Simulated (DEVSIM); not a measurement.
System: Au/La2O3/n-InP capacitor, at 300 K.

Layer 1 from the left is La2O3, thickness (nm) 4.00. Layer 2 from the left is InP, thickness (nm) 1800, Nd (cm⁻³) 1.2e17.

Metal gate on the left, work function 5.1 eV. Fixed charge at the semiconductor interface -2.4e10 cm⁻² (in units of +e); interface traps 2.7e12 cm⁻² eV⁻¹, uniform in energy, neutral level at 0.5 of the gap above the valence band.

The device is made up for the run: typed textbook-type constants, with dimensions and the other settings drawn at random. Values at 300 K.

La2O3: gap (eV) 5.8, affinity (eV) 1.8, permittivity 27. InP: gap (eV) 1.344, affinity (eV) 4.38, permittivity 12.5, Nc (cm⁻³) 5.7e17, Nv (cm⁻³) 1.1e19.

Simulated with DEVSIM: 1D Poisson equation in equilibrium, Boltzmann statistics, complete ionisation; no quantum confinement or tunnelling. Metal contacts follow the ideal Schottky-Mott rule: no Fermi-level pinning, no interface dipoles.

Question: What does the simulation give for the threshold voltage (band bending 2φF), the minimum of the low-frequency capacitance?

Answer: threshold voltage (band bending 2φF) -0.58 V; minimum of the low-frequency capacitance 0.492 μF/cm².
